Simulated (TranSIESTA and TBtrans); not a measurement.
System: bithiophene held by thiolate S between the apex atoms of two Al(100) rods. Leads: fcc Al rod along [100], layers of 5 and 4 atoms, a = 4.04 Å. Geometry: as built, not relaxed. Transport runs along z; the first 18 and the last 18 of the 85 atoms are the lead cells, repeated to infinity.

```xyz
85
Lattice="14.213 0.000 0.000 0.000 14.213 0.000 0.000 0.000 43.399" Properties=species:S:1:pos:R:3 pbc="F F T"
Al     7.107     7.107     0.000
Al     9.963     7.107     0.000
Al     7.107     9.963     0.000
Al     4.250     7.107     0.000
Al     7.107     4.250     0.000
Al     8.535     8.535     2.020
Al     5.678     8.535     2.020
Al     8.535     5.678     2.020
Al     5.678     5.678     2.020
Al     7.107     7.107     4.040
Al     9.963     7.107     4.040
Al     7.107     9.963     4.040
Al     4.250     7.107     4.040
Al     7.107     4.250     4.040
Al     8.535     8.535     6.060
Al     5.678     8.535     6.060
Al     8.535     5.678     6.060
Al     5.678     5.678     6.060
Al     7.107     7.107     8.080
Al     9.963     7.107     8.080
Al     7.107     9.963     8.080
Al     4.250     7.107     8.080
Al     7.107     4.250     8.080
Al     8.535     8.535    10.100
Al     5.678     8.535    10.100
Al     8.535     5.678    10.100
Al     5.678     5.678    10.100
Al     7.107     7.107    12.120
Al     9.963     7.107    12.120
Al     7.107     9.963    12.120
Al     4.250     7.107    12.120
Al     7.107     4.250    12.120
Al     8.535     8.535    14.140
Al     5.678     8.535    14.140
Al     8.535     5.678    14.140
Al     5.678     5.678    14.140
Al     7.107     7.107    16.160
S      7.701     5.137    17.188
C      7.788     5.922    18.789
C      8.915     6.514    19.339
C      8.686     7.051    20.610
C      7.377     6.879    21.054
S      6.506     6.059    19.866
C      6.837     7.334    22.344
C      5.528     7.162    22.788
C      5.298     7.699    24.060
C      6.425     8.291    24.609
S      6.513     9.077    26.211
S      7.707     8.154    23.533
H      9.873     6.557    18.837
H      9.455     7.550    21.185
H      4.758     6.663    22.213
H      4.340     7.656    24.561
Al     7.107     7.107    27.239
Al     8.535     8.535    29.259
Al     5.678     8.535    29.259
Al     8.535     5.678    29.259
Al     5.678     5.678    29.259
Al     7.107     7.107    31.279
Al     9.963     7.107    31.279
Al     7.107     9.963    31.279
Al     4.250     7.107    31.279
Al     7.107     4.250    31.279
Al     8.535     8.535    33.299
Al     5.678     8.535    33.299
Al     8.535     5.678    33.299
Al     5.678     5.678    33.299
Al     7.107     7.107    35.319
Al     9.963     7.107    35.319
Al     7.107     9.963    35.319
Al     4.250     7.107    35.319
Al     7.107     4.250    35.319
Al     8.535     8.535    37.339
Al     5.678     8.535    37.339
Al     8.535     5.678    37.339
Al     5.678     5.678    37.339
Al     7.107     7.107    39.359
Al     9.963     7.107    39.359
Al     7.107     9.963    39.359
Al     4.250     7.107    39.359
Al     7.107     4.250    39.359
Al     8.535     8.535    41.379
Al     5.678     8.535    41.379
Al     8.535     5.678    41.379
Al     5.678     5.678    41.379
```

Run with TranSIESTA and TBtrans (open boundaries, self-consistent; PseudoDojo norm-conserving potentials, scalar-relativistic): PAO.BasisSize SZP, PAO.EnergyShift 0.15 eV, XC.Authors PBE, Mesh.Cutoff 150 Ry, ElectronicTemperature 300 K, TS.Voltage 0.0 eV, TBT.Elecs.Eta 0.001 eV, no spin polarisation.

Energies count from the leads' Fermi level. Transmissions are for one spin of a degenerate pair. The energy step is 0.02 eV; narrower resonances are cut or missed.

```csv
E (eV),T
-0.20,0.00230
-0.16,0.00205
-0.12,0.00208
-0.08,0.00234
-0.04,0.00283
0.00,0.00364
0.04,0.00597
0.08,0.00767
0.12,0.00866
0.16,0.00956
0.20,0.0105
```

Question: Give the zero-bias conductance in μS and the resistance at 300 K.

Answer: At the Fermi level T = 0.00364. Averaged with −∂f/∂E over the full grid (kT = 25.9 meV) it is 0.00418. With G0 = 2e²/h = 77.48 μS, G = 0.324 μS and R = 1/G = 3090 kΩ.

Question: Estimate the thermopower by Mott's formula S = −(π²/3)(kB²T/e) d ln T/dE from the rows at -0.04 and 0.04 eV.

Answer: d ln T/dE = 9.33 eV⁻¹ and (π²/3) kB²T/e = 7.33 μV/K · eV, so S = -68 μV/K; the full integral gives -57 μV/K. A negative sign means that T rises with energy over the thermal window.

Question: The eigenchannels at the Fermi level transmit 0.00353, 0.000112. What Fano factor of the shot noise follows at low temperature and bias?

Answer: F = Σ τ(1 − τ)/Σ τ = 0.00363/0.00364 = 1.00.

The leads' channel count changes near 0.03 eV, within the thermal window, so values at the Fermi level hang on where that band edge falls. Semilocal functionals put molecular levels too close to the Fermi level and tend to overestimate such conductances.
